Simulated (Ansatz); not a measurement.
What uniaxial strain ε_xx = +1.79 % does to SiO2

The reference is SiO2 in the rutile structure (space group P4_2/mnm, No. 136; a = 4.185 Å, c = 2.669 Å). Axes: x, y, z lie along a, b, c of the conventional cell.

Modification: uniaxial strain ε_xx = +1.79 %, all other strain components held at zero; the atoms relax in the strained cell.

All numbers come from r2SCAN (Ansatz, a quantum-chemistry and plane-wave program; PAW; 500 eV plane waves; no spin-orbit coupling). Settings: 8×8×12 k-points, 0.05 eV Fermi–Dirac smearing.

```json
[
 {"quantity": "volume per atom", "base": "7.79 Å³", "changed": "7.93 Å³", "shift": "+0.14 Å³"},
 {"quantity": "space group", "base": "P4_2/mnm (No. 136)", "changed": "Pnnm (No. 58)", "shift": "–"},
 {"quantity": "shortest interatomic distance", "base": "1.760 Å", "changed": "1.763 Å", "shift": "+0.003 Å"},
 {"quantity": "energy relative to the base (free energy F)", "base": "0 meV/atom", "changed": "+3.4 meV/atom", "shift": "+3.4 meV/atom"},
 {"quantity": "pressure (mean of the normal stresses, compression positive)", "base": "0.0 kbar", "changed": "-47.7 kbar", "shift": "-47.7 kbar"},
 {"quantity": "band gap", "base": "6.51 eV", "changed": "6.27 eV", "shift": "-0.24 eV"},
 {"quantity": "gap character", "base": "direct at Γ", "changed": "direct at Γ", "shift": "–"},
 {"quantity": "electron mass", "base": "0.38 mₑ along c, 0.48 mₑ across (at Γ)", "changed": "0.45 mₑ along x, 0.48 mₑ along y, 0.37 mₑ along z (at Γ)", "shift": "–"},
 {"quantity": "hole mass", "base": "1.7 mₑ along c, 1.1 mₑ across (at Γ)", "changed": "0.99 mₑ along x, 1.3 mₑ along y, 1.9 mₑ along z (at Γ)", "shift": "–"},
 {"quantity": "valence-band top at Γ (three highest levels, from the VBM)", "base": "0.00, -0.88, -0.88 eV", "changed": "0.00, -0.79, -0.91 eV", "shift": "–"},
 {"quantity": "largest internal atomic displacement", "base": "–", "changed": "0.020 Å", "shift": "–"},
 {"quantity": "stress (xx, yy, zz, yz, xz, xy; compression positive)", "base": "–", "changed": "(-7.68, -3.21, -3.43, 0.00, 0.00, 0.00) GPa", "shift": "–"}
]
```

Effective masses come from finite differences of ±0.01 Å⁻¹. No phonon test of stability was made. k-point labels follow each cell's own Brillouin zone.
